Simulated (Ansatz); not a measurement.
**What pressure 22.5 GPa does to InAs**

Consider InAs in the zinc blende structure (space group F-43m, No. 216; a = 6.1866 Å).

Perturbation: cell and atoms relaxed at a pressure of 22.5 GPa.

Method: PBE (Ansatz, a quantum-chemistry and plane-wave program; PAW; 420 eV plane waves; scalar-relativistic without spin-orbit coupling), earlier PAW set. k-mesh 9×9×9 (Γ-centred); smearing 0.05 eV (Fermi–Dirac).

- Volume per atom = 22.95 Å³ (base 29.60 Å³)
- Density = 6.86 g/cm³ (base 5.32 g/cm³)
- Lattice parameter a = 5.684 Å (base 6.187 Å)
- Shortest interatomic distance = 2.461 Å (base 2.679 Å)
- Enthalpy H = E + PV relative to the base's energy = +3.59 eV/atom
- Band gap = 0.75 eV (base zero)
- Electron mass = 0.047 mₑ (at Γ)
- Hole mass (degenerate bands, along [100]) = 0.047, 0.31, 0.31 mₑ (at Γ)
- Valley order (the lowest conduction-band minima on the path, energy above the VBM, named in the base's zone) = Γ 0.75 eV; X along ⟨100⟩ 1.19 eV; L along ⟨111⟩ 1.38 eV

Load acts through the strain it causes; cell and atoms are relaxed under it. Masses are band curvatures over ±0.01 Å⁻¹ around the edge. Whether these cells are dynamically stable was not tested. The final runs are not spin-polarised. Measured, InAs leaves this structure (for rock salt) near 7 GPa (temperature not stated; as listed in Datta, Sujoy, Jana, Debnarayan, arXiv (2020)). The zero or small gap of InAs can change with the level of theory.
